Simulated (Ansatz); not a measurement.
**A constructed model of the (110) surface of bcc Nb, a layer of W in place of the third plane (bottom of the slab: a bare face, its two planes held)**

The numbers are results of PBE (plane waves to 420 eV, PAW; Ansatz, an electronic-structure program), not measurements.

Set-up: 6 atoms, 11.7 Å thick at the start; mesh 14x14x1; 0.1 eV smearing; dipole correction on; 2 atoms held, the rest relaxed; held to the start's symmetry, so lower structures may exist; no spin, no spin-orbit, no U. In PBE it is, or lies within 0.01 eV a 1x1 cell of, the lowest of the 2 structures of its composition computed so far; larger cells were not tried.

```
Quantity                                       Result
-----------------------------  ----------------------
work function of the top face                 4.50 eV
energy released by relaxation                0.082 eV
cost                           roughly 5 core-minutes
```
